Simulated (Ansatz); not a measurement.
**What uniaxial stress, 2 GPa compression along x does to Ta**

The parent structure is Ta in the bcc (W type) structure (space group Im-3m, No. 229; a = 3.305 Å). Axes: x, y, z lie along the cube axes.

It is then changed as follows: uniaxial stress, 2 GPa compression along x, with the cell and atoms free to relax against it.

All numbers come from r2SCAN (Ansatz, a program for electronic structure; PAW; 500 eV plane waves; no SOC). Γ-centred 20×20×20 mesh, Fermi–Dirac width 0.05 eV.

The volume per atom shrinks by 0.055 Å³ to 17.99 Å³ and the space group goes from Im-3m (No. 229) to I4/mmm (No. 139). The shortest interatomic distance drops by 0.003 Å to 2.859 Å and the energy goes up by 1.4 meV/atom. The band gap is still zero and the strain response (xx, yy, zz) amounts to (−1.19, +0.45, +0.45) % (rough).

Without a gap, meshes like the base's 20×20×20 leave anisotropic stresses uncertain by several tenths of a GPa, and small strain energies with them. Beyond what the load breaks, stability against distortions was not tested. The final runs are not spin-polarised.
